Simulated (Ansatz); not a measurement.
# Sensitivity of a calculation on ReS2 (P2_1/c, 12 atoms in the cell) to its settings

```
CELL_PARAMETERS angstrom
      6.13273     0.00000     0.00000
      0.00000     6.20549     0.00000
     -1.01554     0.00000     6.24937
ATOMIC_POSITIONS crystal
  Re 0.27540 0.03950 0.20830
  Re 0.72460 0.53950 0.29170
  Re 0.72460 0.96050 0.79170
  Re 0.27540 0.46050 0.70830
  S  0.07000 0.33170 0.34470
  S  0.93000 0.83170 0.15530
  S  0.93000 0.66830 0.65530
  S  0.07000 0.16830 0.84470
  S  0.44960 0.75690 0.47920
  S  0.55040 0.25690 0.02080
  S  0.55040 0.24310 0.52080
  S  0.44960 0.74310 0.97920
```

Base run A: PBE run with Ansatz (a program for electronic structure), self-consistent single point.

Its settings: kpoints.mp_grid.grid = 3 3 3; hamiltonian.xc = pbe; hamiltonian.pseudopotentials = {kind: paw} (the program's default PAW files); scf.occupations.method = cold; scf.occupations.width = 0.05 eV.

The starting cell was generated: these elements placed on a structure prototype, without a prior relaxation; it need not be a known phase or ordering of this composition. Spin polarisation is off. In the base run, with a pressure of about -17 GPa the cell is away from its equilibrium volume at this level. In the base run, forces exceed 1 eV/Å. Ansatz's pressure includes its estimate of the finite-basis (Pulay) stress. Without a gap this mesh is coarse (it stands for a supercell whose shortest vector is 18 Å).

ΔF is the free energy per atom less that of run A. 

Runs D sample the zone with one or two k-points, far too few for so small a cell.

Runs:
- B: kpoints.mp_grid.grid: 3 3 3 → 9 9 9
- C: scf.occupations.method: cold → methfessel_paxton; scf.occupations.width: 0.05 eV → 0.2 eV
- D: kpoints.mp_grid.grid: 3 3 3 → 2 2 2; kpoints.mp_grid.shift: default → 0.5 0.5 0.5
- E: 1 x 2 x 1 supercell, mesh divided and rounded up; kpoints.mp_grid.grid: 3 3 3 → 3 2 3
- F: scf.convergence.dr2_threshold: default (1e-07 eV) → 0.0001 eV
- G: scf.mixing.algorithm: default (the program chose MSR1) → broyden; scf.mixing.ndim: default → 3
- H: basis.precision: default → f64

```
run  ΔF (meV/atom)  pressure (GPa)  largest force (eV/Å)  k-points  valence electrons
---  -------------  --------------  --------------------  --------  -----------------
A             0.00          -16.87                 1.481        10                108
B              2.7          -16.82                 1.536       205                108
C             0.42          -16.88                 1.489        10                108
D             -4.5          -16.87                 1.710         2                108
E             1.49          -16.80                 1.486        10                216
F             0.00          -16.87                 1.481        10                108
G             0.00          -16.87                 1.481        10                108
H             0.00          -16.87                 1.481        10                108
```

Run D against A: The free energy drops by 4.5 meV/atom, the pressure stays near -16.87 GPa while the yy stress (positive for compression) goes from -17.67 to -18.28 GPa and the largest force goes from 1.481 to 1.710 eV/Å.

Run C against A: The free energy stays essentially unchanged (within 1 meV/atom), the pressure hardly changes (-16.87 to -16.88 GPa) and the largest force moves little (1.481 to 1.489 eV/Å).

Keys are those of Ansatz 0.2.
